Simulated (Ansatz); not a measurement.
For CdInNO (model structure, started from the AlSiCN type, P3m1, No. 156, 4 atoms in the cell), PBE in Ansatz (PAW) gives:

| Quantity | Result |
|---|---|
| lattice constant a | 3.604 Å |
| lattice parameter c | 5.842 Å |
| bulk modulus | 107 GPa |
| cohesive energy | 3.32 eV/atom |

**Question.** What does r²SCAN in Ansatz (plane waves, PAW) give for the same quantities?

**Answer.** 
- lattice constant a: 3.569 Å (falls by 1.0 %)
- lattice parameter c: 5.763 Å (decreases by 1.4 %)
- bulk modulus: 124 GPa (increases by 16 %)
- cohesive energy: 3.43 eV/atom (increases by 0.11 eV/atom)

Changes are worked out from the printed values.

Unless a cell is named, each level is at its own relaxed cell (PBE 16.43, r²SCAN 15.90 Å³/atom).

Levels without +SOC leave out spin–orbit coupling, which shifts energies and cells of such heavy elements.

Caveats: the bulk modulus is −V dP/dV from two relaxed cells at ±2 % in volume (PBE, r²SCAN). Ansatz's density-functional and Hartree–Fock values are scalar-relativistic unless marked +SOC, with PAW data made under PBE.

A model structure was made by putting elements into a prototype or built by hand; it is no filed structure, need not be a known phase, and can be a saddle point held by its symmetry.

Ansatz is a program for electronic structure.
